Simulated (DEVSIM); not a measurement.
**abrupt Si p-n junction**

Structure: abrupt Si p-n junction, at 300 K.

```tsv
layer (left to right)	material	thickness (μm)	Nd (cm⁻³)	Na (cm⁻³)	τn (s)	τp (s)
1	Si	15.0	-	1e15	0.00026	0.00026
2	Si	27.0	1.3e17	-	0.00026	0.00026
```

Left contact: ohmic. Right contact: ohmic. Voltage is applied to the left contact. Recombination: SRH at mid-gap, radiative, Auger. Mobility is μmin + (μ − μmin)/(1 + (N/Nref)^α).

This is a model device: material constants are rounded textbook-type values typed into the input, and sizes, dopings and lifetimes were drawn at random. Values at 300 K.

```csv
parameter,Si
gap (eV),1.124
affinity (eV),4.05
permittivity,11.7
Nc (cm⁻³),2.86e19
Nv (cm⁻³),3.1e19
μn (cm²/Vs),1417
μp (cm²/Vs),470
"μn,min",52
"μp,min",45
"Nref,n",9.7e16
"Nref,p",2.2e17
αn,0.68
αp,0.72
B (cm³/s),4.7e-15
Cn (cm⁶/s),2.8e-31
Cp (cm⁶/s),9.9e-32
```

Model (solved in DEVSIM): 1D drift-diffusion, Boltzmann statistics, complete ionisation; no tunnelling, impact ionisation, image-force lowering or self-heating.

```
Item                                               Result
---------------------------------------------  ----------
Potential step across the device at zero bias     0.717 V
Largest field in the device at zero bias       23000 V/cm
Dark forward voltage at 1 A/cm²                   0.561 V
Dark forward voltage at 100 A/cm²                 0.754 V
```

Small-signal capacitance in reverse bias (quasi-static):

| V (V) | C (nF/cm²) |
|---|---|
| -0.1 | 10.6 |
| -0.25 | 9.65 |
| -0.5 | 8.50 |
| -0.75 | 7.69 |
| -1 | 7.07 |
| -1.5 | 6.19 |
| -2 | 5.57 |
| -2.5 | 5.11 |
| -3.25 | 4.59 |
| -4 | 4.20 |
| -5 | 3.81 |

Dark forward current:

(V (V), J (A/cm²)): (0.05, 2.8e-9); (0.15, 1.5e-7); (0.25, 7.3e-6); (0.35, 0.00034); (0.45, 0.016); (0.55, 0.71); (0.65, 14); (0.70, 41); (0.80, 180); (0.90, 430); (1.00, 770); (1.10, 1200); (1.20, 1600); (1.30, 2100)
